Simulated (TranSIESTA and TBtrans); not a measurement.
Run with TranSIESTA and TBtrans (open boundaries, self-consistent; PseudoDojo norm-conserving potentials, scalar-relativistic): PAO.BasisSize DZP, PAO.EnergyShift 0.15 eV, XC.Authors PBE, Mesh.Cutoff 200 Ry, ElectronicTemperature 300 K, TS.Voltage 0.0 eV, TBT.Elecs.Eta 0.001 eV, no spin polarisation.

Junction: Na chain with one bond stretched by 1.5 Å. Leads: straight Na chain, spacing 3.3 Å. Geometry: as built, not relaxed.

Q: Give the largest eigenchannel transmissions at the Fermi level (four at most) and the total.

A: 0.72; total 0.72. The straight chain is held at its spacing; free chains may zigzag or dimerise. No spin-polarised start was tried, so a magnetic state, if there is one, is missed.
